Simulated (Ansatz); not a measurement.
Worked calculations on one periodic cell of amorphous Hf$_{18}$O$_{38}$Si: Hf18O38Si, 57 atoms, volume 742.5 Å³, made by a melt-quench on the CHGNet potential and relaxed with DFT. O atoms were pushed apart under 1.9 Å during the dynamics, to hinder bonds among them. It is a model cell: composition and starting density were chosen by hand, and all elements were melted together. Cycles of charging were run to anneal it. These are PBE, scalar-relativistic without spin-orbit coupling (plane waves to 420 eV, PAW; Ansatz, a program for electronic structure) values and carry that method's errors. Sampling: a 2×2×2 Γ-centred mesh; Fermi-Dirac width 0.02 eV; no spin polarisation. Its volume was held where the quench left it, its shape was held as a cube, and it stands at a mean pressure of 1.1 GPa with stress components up to 2.7 GPa; the relaxation ran on the zone centre alone. Its density went from a set 8.61 to 8.61 g/cm³. The cell is small and was quenched far faster than a real film, so it is one sample of the glass.

Count formal charges (Hf +4, O -2, Si +4). What does the count lead one to expect at the Fermi level, and what does the calculation give?

18 × (+4) + 38 × (-2) + 1 × (+4) = 0. The charges balance, so the anion-derived valence states can be full and a gap can open. On this mesh the highest filled and lowest empty level lie 3.92 eV apart, the PBE gap of this cell, with a localised state at one edge or both.

Four energies for an added electron at PBE on the zone centre alone (charged cells in a uniform background, spin-polarised): neutral at the neutral geometry -305274.203 eV; charged at the neutral geometry -305258.855 eV; charged and relaxed -305259.220 eV; neutral at the charged geometry -305273.495 eV.

Find the two relaxation energies and their sum, the reorganisation energy.

On charging: -305258.855 − (-305259.220) = 0.365 eV. On discharging: -305273.495 − (-305274.203) = 0.708 eV. The sum is 1.073 eV. The carrier's level spreads over 8 of the 57 atoms' worth, so it counts as partly localised, most on one Hf atom with neighbours O 2.03 Å, O 2.04 Å, O 2.04 Å, O 2.10 Å, O 2.16 Å, O 2.19 Å (neutral geometry). The values are uncorrected: the image energy of a point charge in this cell, 2.84 × 14.40 / (2 × 9.1) = 2.3 eV before screening, is screened by electrons alone at the fixed geometry and by ions too after relaxing, and the carrier can be spread before it relaxes, so each term can be off by up to that value times 1/ε∞, some tenths of an eV. PBE's self-interaction favours spread-out carriers, so a hybrid can localise more.

Four energies for a hole at PBE on the zone centre alone (charged cells in a uniform background, spin-polarised): neutral at the neutral geometry -305274.203 eV; charged at the neutral geometry -305285.436 eV; charged and relaxed -305285.737 eV; neutral at the charged geometry -305273.392 eV.

Find the two relaxation energies and their sum, the reorganisation energy.

On charging: -305285.436 − (-305285.737) = 0.301 eV. On discharging: -305273.392 − (-305274.203) = 0.811 eV. The sum is 1.112 eV. The carrier's level spreads over 3 of the 57 atoms' worth, so it counts as localised, most on one O atom with neighbours Hf 1.97 Å, Hf 2.04 Å (neutral geometry). The values are uncorrected: the image energy of a point charge in this cell, 2.84 × 14.40 / (2 × 9.1) = 2.3 eV before screening, is screened by electrons alone at the fixed geometry and by ions too after relaxing, and the carrier can be spread before it relaxes, so each term can be off by up to that value times 1/ε∞, some tenths of an eV. PBE's self-interaction favours spread-out carriers, so a hybrid can localise more.
